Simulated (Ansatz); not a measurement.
Input:

```xyz
2
Lattice="0.0000 2.6552 2.9682 2.6552 0.0000 2.9682 2.6552 2.6552 0.0000" Properties=species:S:1:pos:R:3 pbc="T T T"
Ga     0.0000     0.0000     0.0000
P      1.3276     1.3276     1.4841
```

Level of theory: r2SCAN with spin-orbit coupling, rigid bands (plane waves, PAW; Ansatz, a program for electronic structure). Condition of this run: uniaxial stress along [001] of -9.8 GPa (compression positive) (the target of the relaxation). Cell: cell and atoms relaxed with PBEsol, then loaded as said.

Problem. What conductivity effective mass do dilute holes have at 300 K?

Solution. 0.30 (x), 0.30 (y), 0.42 (z) mₑ.

Problem. What conductivity effective mass do dilute electrons have at 300 K?

Solution. 0.37 (x), 0.37 (y), 0.25 (z) mₑ.

Problem. And the band gap?

Solution. 1.31 eV at this level; semilocal functionals usually fall short of the measured gap.

Rigid bands, one relaxation time for all states, no polarons. Geometry: cell and atoms relaxed with PBEsol.
